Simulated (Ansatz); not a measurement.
How a calculation on GaCuSe2 (I-42d, 8 atoms in the cell) responds to its settings

```
GaCuSe2
1.0
   -2.77448     2.77448     5.50184
    2.77448    -2.77448     5.50184
    2.77448     2.77448    -5.50184
Ga Cu Se
2 2 4
Direct
  0.25000   0.75000   0.50000
  0.50000   0.50000   0.00000
  0.75000   0.25000   0.50000
  0.00000   0.00000   0.00000
  0.12122   0.12500   0.49622
  0.87500   0.37122   0.99622
  0.62878   0.62500   0.50378
  0.37500   0.87878   0.00378
```

Base run A: PBE, PAW files (Ansatz, a program for electronic structure), self-consistent single point.

Its settings: kpoints.mp_grid.grid = 4 4 4; hamiltonian.xc = pbe; hamiltonian.pseudopotentials = {kind: paw} (an earlier, softer set of the program's PAW files); scf.occupations.method = gaussian; scf.occupations.width = 0.0037 Ry.

The starting cell comes from a database of computed structures (which also holds hypothetical and non-ambient phases and stackings), without a prior relaxation at this level. Its lattice was rescaled by a random factor within 2.5 % of one. In the base run, with a pressure of about 5 GPa the cell is away from its equilibrium volume at this level. Ansatz's pressure includes its estimate of the finite-basis (Pulay) stress.

ΔF is the free energy per atom less that of run A. 

| run | scf.mixing.algorithm, scf.mixing.beta | ΔF (meV/atom) | pressure (GPa) | largest force (eV/Å) | gap on the mesh (eV) | iterations |
|---|---|---|---|---|---|---|
| A | default (the program chose MSR1), default | 0.00 | 4.81 | 0.197 | 0.308 | 11 |
| B | broyden, 0.02 | 0.00 | 4.81 | 0.197 | 0.308 | 34 |
| C | broyden, 0.05 | 0.00 | 4.81 | 0.197 | 0.308 | 20 |
| D | broyden, 0.1 | 0.00 | 4.81 | 0.197 | 0.308 | 18 |
| E | broyden, 0.2 | 0.00 | 4.81 | 0.197 | 0.308 | 17 |
| F | broyden, 0.3 | 0.00 | 4.81 | 0.197 | 0.308 | 15 |
| G | broyden, 0.5 | 0.00 | 4.81 | 0.197 | 0.308 | 12 |
| H | broyden, 0.7 | 0.00 | 4.81 | 0.197 | 0.308 | 13 |
| I | broyden, 0.9 | 0.00 | 4.81 | 0.197 | 0.308 | 13 |
| J | broyden, 1 | 0.00 | 4.81 | 0.197 | 0.308 | 12 |

Runs B, C, D, E, F, G, H, I, J ended on the same solution as A (within 1 meV/atom). The fewest iterations to that state were 11 (A); the most were 34.

Keys are those of Ansatz 0.2.
